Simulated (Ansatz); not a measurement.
The reference is Mg$_{2}$Si (space group Fm-3m, No. 225; a = 6.3648 Å).

Level of theory: PBE (Ansatz, a quantum-chemistry and plane-wave program; PAW; 420 eV plane waves; spin-orbit coupling left out).

Before the change:

The valley order comes out as X along ⟨100⟩ 0.22 eV; L along ⟨111⟩ 1.24 eV; Γ 1.84 eV and the smallest direct gap is 1.84 eV. The hole mass is 0.14, 0.35, 0.35 mₑ (at Γ). The electron mass is 0.58 mₑ along k, 0.19 mₑ across (at X).

It is then changed as follows: an isotropic linear strain of +5.79 %; the atoms relax in the strained cell.

Q: What happens to the valley order, energy relative to the base, smallest direct gap, hole mass and electron mass?

A: The valley order (the lowest conduction-band minima on the path, energy above the VBM, named in the base's zone) changes from X along ⟨100⟩ 0.22 eV; L along ⟨111⟩ 1.24 eV; Γ 1.84 eV to X along ⟨100⟩ 0.16 eV; L along ⟨111⟩ 0.63 eV; Γ 0.90 eV; the energy increases by 92 meV/atom; the smallest direct gap falls by 0.94 eV (1.84 eV → 0.90 eV); the hole mass (degenerate bands, along [100]) changes from 0.14, 0.35, 0.35 mₑ (at Γ) to 0.082, 0.36, 0.36 mₑ (at Γ); the electron mass changes from 0.58 mₑ along k, 0.19 mₑ across (at X) to 1.1 mₑ along k, 0.15 mₑ across (at X).

Effective masses come from finite differences of ±0.01 Å⁻¹. Along k means along the line from Γ to the band edge. No phonon test of stability was made. A zero or small gap of Mg2Si can be the functional's error rather than a property of the material.
